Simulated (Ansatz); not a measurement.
MgO under load (space group I4/mmm), r2SCAN, rigid bands in Ansatz (a quantum-chemistry and plane-wave program). Condition of this run: biaxial stress xx = yy = -1 GPa (compression positive) (the target of the relaxation). Band gap 5.64 eV, N_c = 5.80e18 cm⁻³ and N_v = 2.60e20 cm⁻³ at 300 K, conductivity masses along z (a = (0.00, 2.11, 2.10) Å; b = (2.11, 0.00, 2.10) Å; c = (2.11, 2.11, 0.00) Å) of 0.375 mₑ (electrons) and 2.22 mₑ (holes). Take k_BT = 0.02585 eV.

A film of it is 8 nm thick, with its normal along the direction named. Estimate the confinement energies in an infinite well.

ħ²π²/(2m t²) = 0.376 eV·nm²/(m/mₑ × t²) gives 15.7 meV for electrons and 2.65 meV for holes, so the gap would widen to about 5.66 eV. Finite barriers and nonparabolic bands lower this, and with several valleys or bands the heaviest mass along the normal sets the lowest level, not this average.

What thermal injection velocity √(2k_BT/πm) limits a ballistic channel along the direction named?

8.79e6 cm/s for electrons and 3.61e6 cm/s for holes, a ratio of √(m_h/m_e) = 2.43, for dilute carriers.

Find the intrinsic carrier density and the intrinsic Fermi level.

n_i = √(N_c N_v) exp(−E_g/2k_BT) = 3.88e19 × exp(−109.08) = 1.6e-28 cm⁻³. The level lies (k_BT/2) ln(N_v/N_c) = 49 meV from mid-gap (positive towards the conduction band). Each 0.1 eV added to the gap lowers n_i by a factor of 6.9.

Rigid bands with the computed gap; masses take one relaxation time for all states. Spin-orbit coupling is left out.
